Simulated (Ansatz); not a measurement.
Start from SnO2 in the rutile structure (space group P4_2/mnm, No. 136; a = 4.722 Å, c = 3.190 Å).

Structures relaxed with LDA (Ansatz, an electronic-structure program; PAW; 420 eV plane waves; without spin-orbit coupling).

Base:

Simulated powder pattern, Cu Kα1, λ = 1.54056 Å (kinematic, ideal powder, no thermal factors, no anomalous dispersion; the 8 strongest lines at most, above 2 %, up to 2θ = 90°):

```tsv
2θ (°)	I/Imax (%)	hkl
26.67	100	(110)
33.88	81	(101)
38.08	23	(200)
51.88	66	(211)
54.95	16	(220)
62.10	15	(310)
64.71	15	(112)
66.14	19	(301)
```

Modification: every lattice vector is stretched by 3.00 %; the atoms relax in the strained cell.

After the change:

Simulated powder pattern, Cu Kα1, λ = 1.54056 Å (kinematic, ideal powder, no thermal factors, no anomalous dispersion; the 8 strongest lines at most, above 2 %, up to 2θ = 90°):

```
2θ (°)  I/Imax (%)    hkl
------  ----------  -----
25.88          100  (110)
32.87           80  (101)
36.93           23  (200)
50.26           67  (211)
53.22           16  (220)
60.10           15  (310)
62.61           16  (112)
63.98           20  (301)
```

The indices refer to the base's conventional cell; one index is shown for lines that coincide.

No phonon test of stability was made.
